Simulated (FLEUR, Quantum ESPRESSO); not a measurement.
A Quantum ESPRESSO input for a self-consistent single point of Zr₂Rh (Ibam, 6 atoms in the cell) (DFT, PBEsol, plane waves, GBRV 1.5 ultrasoft (PBESOL) pseudopotentials):

```fortran
&CONTROL
  calculation = 'scf'
  outdir = './tmp/'
  pseudo_dir = './'
  tprnfor = .true.
  tstress = .true.
/
&SYSTEM
  ibrav = 11
  celldm(1) = 11.7416469795
  celldm(2) = 1.002849642032
  celldm(3) = 0.876824842776
  nat = 6
  ntyp = 2
  ecutwfc = 40
  ecutrho = 320
  occupations = 'smearing'
  smearing = 'fd'
  degauss = 0.0036749
/
&ELECTRONS
  conv_thr = 1.0d-10
/
ATOMIC_SPECIES
Zr    91.2240  zr_pbesol_v1.uspp.F.UPF
Rh   102.9055  rh_pbesol_v1.4.uspp.F.UPF
ATOMIC_POSITIONS {alat}
Zr   -0.1679500000   -0.8343107312    0.0000000000
Zr   -0.3320500000    0.3328859102    0.4384124214
Zr   -0.1679500000   -0.1685389108    0.4384124214
Zr   -0.3320500000   -0.3328859102    0.0000000000
Rh   -0.5000000000    0.0000000000    0.2192062107
Rh    0.0000000000   -0.5014248210    0.2192062107
K_POINTS {automatic}
5 5 5  0 0 0
```

Problem. Write the same calculation as an input for FLEUR.

Solution. One input that does it (others would too):

Input of the input generator:

```
Zr2Rh crystal
&input film=f /
-5.8708234897 5.8875532351 5.1476838833
5.8708234897 -5.8875532351 5.1476838833
5.8708234897 5.8875532351 -5.1476838833
1.0
1.0 1.0 1.0

6
40 0.8319400000 0.1679500000 0.9998900000
40 0.1680600000 0.8320500000 0.0001100000
40 0.6680600000 0.6679500000 0.3360100000
40 0.3319400000 0.3320500000 0.6639900000
45 0.2500000000 0.7500000000 0.5000000000
45 0.7500000000 0.2500000000 0.5000000000

&comp jspins=1 /
&exco xctyp='PBEs' /
&kpt div1=5 div2=5 div3=5 /
&end /
```

```xml
<?xml version="1.0" encoding="UTF-8" standalone="no"?>
<fleurInput fleurInputVersion="0.39">
   <comment>
      Zr2Rh crystal                                                                                       
   </comment>
   <calculationSetup>
      <cutoffs Kmax="4.2" Gmax="16.8" GmaxXC="16.8" numbands="0"/>
      <scfLoop itmax="60" minDistance="0.00001" maxIterBroyd="25" imix="Anderson" alpha="0.05" precondParam="0.0" spinf="2.0"/>
      <coreElectrons ctail="T" frcor="F" kcrel="0" coretail_lmax="0"/>
      <xcFunctional name="PBEs" relativisticCorrections="F"/>
      <magnetism jspins="1"/>
      <soc l_soc="F" theta="0.0" phi="0.0" spav="F"/>
      <expertModes spex="0" secvar="F"/>
      <geometryOptimization l_f="T" forcealpha="1.0" forcemix="BFGS" epsdisp="0.00001" epsforce="0.00001"/>
      <ldaU l_linMix="F" mixParam="0.05" spinf="1.0"/>
   </calculationSetup>
   <cell>
      <bzIntegration valenceElectrons="78.0" mode="hist" fermiSmearingEnergy="0.00183747">
         <kPointListSelection listName="default-1"/>
         <!-- k-points included here -->
         <xi:include xmlns:xi="http://www.w3.org/2001/XInclude" href="kpts.xml"> </xi:include>
      </bzIntegration>
      <!-- symmetry operations included here -->
      <xi:include xmlns:xi="http://www.w3.org/2001/XInclude" href="sym.xml"> </xi:include>
      <bulkLattice scale="1.0">
         <bravaisMatrix>
            <row-1>   -5.8708234897000002     5.8875532351000004     5.1476838833000000</row-1>
            <row-2>    5.8708234897000002    -5.8875532351000004     5.1476838833000000</row-2>
            <row-3>    5.8708234897000002     5.8875532351000004    -5.1476838833000000</row-3>
         </bravaisMatrix>
      </bulkLattice>
   </cell>
   <atomSpecies>
      <species name="Zirconium (Zr)" element="Zr" atomicNumber="40">
         <mtSphere radius="2.41" gridPoints="833" logIncrement="0.015"/>
         <atomicCutoffs lmax="10" lnonsphr="8"/>
         <electronConfig flipSpins="F">
            <coreConfig>(1s1/2) (2s1/2) (2p1/2) (2p3/2) (3s1/2) (3p1/2) (3p3/2) (3d3/2) (3d5/2)</coreConfig>
            <valenceConfig>(4s1/2) (4p1/2) (4p3/2) (5s1/2) (4d3/2) (4d5/2)</valenceConfig>
            <stateOccupation state="(4d3/2)" spinUp="0.4" spinDown="0.4"/>
            <stateOccupation state="(4d5/2)" spinUp="0.6" spinDown="0.6"/>
         </electronConfig>
         <energyParameters s="5" p="5" d="4" f="4"/>
         <lo type="SCLO" l="0" n="4" eDeriv="0"/>
         <lo type="SCLO" l="1" n="4" eDeriv="0"/>
      </species>
      <species name="Rhodium (Rh)" element="Rh" atomicNumber="45">
         <mtSphere radius="2.41" gridPoints="833" logIncrement="0.015"/>
         <atomicCutoffs lmax="10" lnonsphr="8"/>
         <electronConfig flipSpins="F">
            <coreConfig>(1s1/2) (2s1/2) (2p1/2) (2p3/2) (3s1/2) (3p1/2) (3p3/2) (4s1/2) (3d3/2) (3d5/2)</coreConfig>
            <valenceConfig>(4p1/2) (4p3/2) (5s1/2) (4d3/2) (4d5/2)</valenceConfig>
            <stateOccupation state="(5s1/2)" spinUp="0.5" spinDown="0.5"/>
            <stateOccupation state="(4d3/2)" spinUp="1.6" spinDown="1.6"/>
            <stateOccupation state="(4d5/2)" spinUp="2.4" spinDown="2.4"/>
         </electronConfig>
         <energyParameters s="5" p="5" d="4" f="4"/>
         <lo type="SCLO" l="1" n="4" eDeriv="0"/>
      </species>
   </atomSpecies>
   <atomGroups>
      <atomGroup species="Zirconium (Zr)">
         <relPos label="                   1">-.1680600000 .1679500000 -.0001100000</relPos>
         <relPos label="                   2">.1680600000 -.1679500000 .0001100000</relPos>
         <relPos label="                   3">-.3319400000 -.3320500000 .3360100000</relPos>
         <relPos label="                   4">.3319400000 .3320500000 -.3360100000</relPos>
         <force calculate="T" relaxXYZ="TTT"/>
      </atomGroup>
      <atomGroup species="Rhodium (Rh)">
         <relPos label="                   5">1.000/4.000 -1.000/4.000 1.000/2.000</relPos>
         <relPos label="                   6">-1.000/4.000 1.000/4.000 1.000/2.000</relPos>
         <force calculate="T" relaxXYZ="TTT"/>
      </atomGroup>
   </atomGroups>
   <output dos="F" band="F" slice="F">
      <checks vchk="F" cdinf="F"/>
      <bandDOS minEnergy="-.5*Htr" maxEnergy="0.5*Htr" sigma="0.015" storeEVData="T"/>
      <vacuumDOS vacdos="F" integ="F" star="F" nstars="0" locx1="0.0" locy1="0.0" locx2="0.0" locy2="0.0" nstm="0" tworkf="0.0"/>
      <unfoldingBand unfoldBand="F" supercellX="1" supercellY="1" supercellZ="1"/>
      <plotting iplot="0" polar="F">
         <plot TwoD="T" vec1="  1.0  0.0  0.0" vec2="  0.0  1.0  0.0" vec3="  0.0  0.0  1.0" zero="  0.0  0.0  0.0" file="plot"/>
      </plotting>
      <chargeDensitySlicing numkpt="0" minEigenval="0.0" maxEigenval="0.0" nnne="0" pallst="F"/>
      <specialOutput eonly="F"/>
      <magneticCircularDichroism mcd="F" energyLo="-10.0" energyUp="0.0"/>
   </output>
  <!-- We include the file relax.xml here to enable relaxations (see documentation) -->
  <xi:include xmlns:xi="http://www.w3.org/2001/XInclude" href="relax.xml"> <xi:fallback/> </xi:include>
</fleurInput>
```

Basis settings and potentials, where a program has them, do not carry over. This input uses DFT, PBEsol, all-electron FLAPW (FLEUR), scalar-relativistic valence.

The starting cell comes from a database of computed structures (which also holds hypothetical and non-ambient phases and stackings), without a prior relaxation at this level. Its lattice was rescaled by a random factor within 2.5 % of one. For this run, on top of that: lattice scaled by 0.98.
